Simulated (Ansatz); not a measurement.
The parent structure is InSb in the zinc blende structure (space group F-43m, No. 216; a = 6.5191 Å).

One thing is altered: a hydrostatic pressure of 15 GPa.

Levels (all Ansatz, a quantum-chemistry and plane-wave program, PAW): PBEsol (420 eV, spin-orbit coupling left out); r2SCAN (500 eV, no spin-orbit coupling); HSE06 (420 eV, no spin-orbit coupling).

One geometry, relaxed with PBEsol, under each level:

Notes on the quantities. hole mass: degenerate bands, along [100].

```csv
level,band gap,lowest conduction level above the VBM at special points,electron mass,hole mass,pressure
PBEsol,0.81 eV,L 0.84 eV; X 0.86 eV; Γ 0.87 eV; U 1.34 eV,"1.1 mₑ along k, 0.19 mₑ across (off the special points)","0.048, 0.22, 0.22 mₑ (at Γ)",15.00 GPa
r2SCAN,1.11 eV,L 1.25 eV; X 1.18 eV; Γ 1.46 eV; U 1.67 eV,"1.0 mₑ along k, 0.19 mₑ across (off the special points)","0.071, 0.22, 0.22 mₑ (at Γ)",17.08 GPa
HSE06,1.38 eV,L 1.57 eV; X 1.44 eV; Γ 1.79 eV,–,–,–
```

Single points use the geometry relaxed with PBEsol. Their cutoffs differ, which shifts pressures a little. HSE06 was sampled on its mesh, a few special points and the semilocal edge points, so its gap is an upper bound. Spin-orbit coupling, missing from the scalar runs, can matter with Sb. Load acts through the strain it causes; cell and atoms are relaxed under it. Effective masses come from finite differences of ±0.01 Å⁻¹. Along k means along the line from Γ to the band edge. Stability against distortions was not tested. Tetrahedral semiconductors of this kind turn to denser phases somewhere between about 1 and 50 GPa; those were not computed, so compressed cells here can lie past the real transition. All final runs are without spin polarisation.
